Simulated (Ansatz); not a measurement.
The starting structures come from a database of crystals and need not be the phases stable at ambient conditions.

Where the default PAW files enter, the runs use the earlier of Ansatz's two default sets.

The decay constant κ of evanescent states in the gap governs leakage through a thin film.

Given:

```yaml
crystal:
  lattice:
    - [3.60951, 0.00000, 0.00000]
    - [0.00000, 3.60951, 0.00000]
    - [1.80476, -1.80476, 2.55231]
  atoms:
    - { symbol: Mg, position: [0.00000, 0.00000, 0.00000] }
    - { symbol: S, position: [0.50000, 0.50000, 0.00000] }
```

Space group of this cell: Fm-3m, rock salt. The cell is strained (all lengths scaled by 0.98); by r2SCAN its mean pressure is 5.2 GPa.

Transport runs along the normal of the first two printed cell vectors, the (001) plane of the conventional cell.

No gap correction and no spin-orbit coupling; mid-gap is the computed energy nearest the middle.

Q: State the band gap and the smallest decay constant κ at mid-gap according to r2SCAN (Ansatz, a first-principles code).

A: Gap 3.59 eV on a 12×12×12 mesh; κ = 0.284 1/Å, at the zone centre.
